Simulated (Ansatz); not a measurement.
# What pressure 7.5 GPa does to TiBe2

The reference is TiBe$_{2}$ in the cubic Laves (MgCu2 type) structure (space group Fd-3m, No. 227; a = 6.371 Å; a cell from a computed database, its experimental status unchecked).

Perturbation: cell and atoms relaxed at a pressure of 7.5 GPa.

Calculations: PBEsol, PAW, 420 eV (Ansatz, an electronic-structure program; no SOC). Γ-centred 13×13×13 mesh, Fermi–Dirac width 0.05 eV.

The volume per atom decreases by 0.558 Å³, from 10.77 Å³ to 10.22 Å³ and the density grows by 0.185 g/cm³ to 3.57 g/cm³. The lattice parameter a shrinks by 11.2 pm, from 637.1 pm to 625.9 pm and the shortest interatomic distance falls by 3.96 pm (225.2 pm → 221.3 pm). The band gap is still zero.

Load acts through the strain it causes; cell and atoms are relaxed under it. Stability against distortions was not tested. No other phases were tried under pressure. The final runs are not spin-polarised. TiBe2 has a high density of states at the Fermi level and may be magnetic at this level.
